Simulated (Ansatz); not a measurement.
Base system: CdTe in the zinc blende structure (space group F-43m, No. 216; a = 6.6180 Å).

(Cell as relaxed with PBE.)

Levels (all Ansatz, a quantum-chemistry and plane-wave program, PAW): PBE (420 eV, no SOC); r2SCAN (500 eV, without spin-orbit coupling).

Each level relaxes its own structure.

```json
[
 {"base": "volume per atom", "PBE": "36.23 Å³", "r2SCAN": "35.25 Å³"},
 {"base": "lattice parameter a", "PBE": "12.506 bohr", "r2SCAN": "12.392 bohr"},
 {"base": "band gap", "PBE": "0.59 eV", "r2SCAN": "1.17 eV"}
]
```

Now apply this change: every lattice vector is shortened by 1.50 %; the atoms relax in the strained cell.

```json
[
 {"quantity": "electron mass", "PBE": "0.061 mₑ (at Γ)", "r2SCAN": "(withheld)"},
 {"quantity": "gap character", "PBE": "direct at Γ", "r2SCAN": "(withheld)"},
 {"quantity": "energy relative to the base (free energy F)", "PBE": "+8.6 meV/atom", "r2SCAN": "(withheld)"},
 {"quantity": "band gap", "PBE": "0.72 eV", "r2SCAN": "(withheld)"},
 {"quantity": "pressure", "PBE": "1.78 GPa", "r2SCAN": "(withheld)"}
]
```

Predict the r2SCAN column.


- electron mass, r2SCAN: 0.096 mₑ (at Γ)
- gap character, r2SCAN: direct at Γ
- energy relative to the base (free energy F), r2SCAN: +9.5 meV/atom
- band gap, r2SCAN: 1.31 eV
- pressure, r2SCAN: 2.03 GPa

PBE's energy relative to the base lies 0.9 meV/atom below r2SCAN's; PBE's band gap lies 0.59 eV below r2SCAN's; PBE's pressure lies 0.25 GPa below r2SCAN's; the two agree on the gap character. Neither level is exact; r2SCAN is the comparison here, not a measurement.

With Te present, leaving out spin-orbit coupling can change the band edges. Masses are band curvatures over ±0.01 Å⁻¹ around the edge. Whether these cells are dynamically stable was not tested.
